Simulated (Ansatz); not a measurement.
Here is the system:

```
AlN
1.0
    5.41233     0.00000     0.00000
    0.00000     5.41233     0.00000
    0.00000     0.00000     3.17829
Al N
4 4
Direct
  0.32298   0.67702   0.00000
  0.67702   0.32298   0.00000
  0.82298   0.82298   0.50000
  0.17702   0.17702   0.50000
  0.31580   0.31580   0.00000
  0.68420   0.68420   0.00000
  0.18420   0.81580   0.50000
  0.81580   0.18420   0.50000
```

No spin polarisation.

A single point on hypothetical P4_2/mnm AlN with a change (isotropic strain +2.23 %), its geometry relaxed with PBEsol.

Computed with Kohn–Sham DFT with the r2SCAN functional, run in Ansatz (an electronic-structure program) with PAW and 500 eV plane waves, without spin-orbit coupling. Settings: 6×6×11 k-points, 0.05 eV Fermi–Dirac smearing.

### Question
Estimate the band gap.

### Answer
3.95 eV.

### Question
What is the computed gap character?

### Answer
Indirect, M–Γ (86 % along) → Γ.

Single points use the geometry relaxed with PBEsol. Whether these cells are dynamically stable was not tested. The cell was made from AlN (space group P4_2/mnm, No. 136; a hypothetical phase, not in the database extracts checked) by this change: isotropic strain +2.23 %.
